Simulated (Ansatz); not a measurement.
Consider the following.

Host crystal: anatase TiO2, with a band gap (PBE, scalar-relativistic without spin-orbit coupling).

End structure of H2O on the 1x1 (101) surface of anatase TiO2 (cut with top plane O), one in a 2x1 cell, started at the site 'top O #2':

```
CELL_PARAMETERS angstrom
      7.59752     0.00000     0.00000
      1.89938     5.20899     0.00000
      0.00000     0.00000    28.50000
ATOMIC_POSITIONS crystal
  O  0.14089 0.43645 0.33526
  O  0.64089 0.43645 0.33526
  Ti 0.06428 0.74287 0.36727
  Ti 0.56428 0.74287 0.36727
  O  0.28898 0.84409 0.35911
  O  0.78898 0.84409 0.35911
  O  0.46828 0.12690 0.38395
  O  0.96828 0.12690 0.38395
  Ti 0.19890 0.20438 0.38398
  Ti 0.69890 0.20438 0.38398
  O  0.11103 0.55589 0.41952
  O  0.61103 0.55589 0.41952
  O  0.21927 0.12291 0.45736
  O  0.71927 0.12291 0.45736
  Ti 0.13426 0.46214 0.48952
  Ti 0.63569 0.45890 0.48909
  O  0.36451 0.54306 0.49063
  O  0.86474 0.54050 0.49148
  O  0.04173 0.83104 0.50930
  O  0.54283 0.83109 0.50890
  Ti 0.27314 0.91064 0.51000
  Ti 0.77161 0.91072 0.51152
  O  0.18975 0.25122 0.54221
  O  0.68560 0.24971 0.54227
  O  0.29551 0.82213 0.57998
  O  0.79300 0.82156 0.58280
  Ti 0.20387 0.18124 0.61417
  Ti 0.70736 0.17555 0.61423
  O  0.43673 0.25595 0.61536
  O  0.93469 0.26133 0.61321
  O  0.11856 0.53548 0.64141
  O  0.61295 0.54007 0.64124
  Ti 0.34084 0.64013 0.63259
  Ti 0.83914 0.63908 0.63789
  O  0.25687 0.95177 0.66409
  O  0.76801 0.96019 0.66604
  O  0.89027 0.42495 0.71025
  H  0.02370 0.32732 0.71283
  H  0.83210 0.29275 0.70861
```

Model: 39-atom slab, 9.4 Å thick at the start under the adsorbate (thin: gaps and levels are the slab's own), 3x4x1 mesh, Fermi-Dirac 0.01 eV, dipole correction, single point; no symmetry held, on the structure that PBE left; no spin, no spin-orbit, no U, no dispersion correction. At the end it is bonded to Ti. In PBE it is, or lies within 0.03 eV of, the lowest of the starts that converged; the order may differ at this level.

A negative adsorption energy means that the adsorbate is more stable on the surface than in its reference.

**Question.** Estimate the gap of the slab on its k-mesh that r2SCAN, at the PBE geometry (Ansatz, a first-principles code) returns for this input.

**Answer.** 2.86 eV

**Question.** Predict the adsorption energy against H2O(g) at the same level from r2SCAN, at the PBE geometry.

**Answer.** -0.82 eV

**Question.** Predict the highest filled level below the top vacuum level from r2SCAN, at the PBE geometry.

**Answer.** 7.18 eV

**Question.** Predict the change of the step from the bottom to the top vacuum level, against the clean slab from r2SCAN, at the PBE geometry.

**Answer.** -0.61 eV
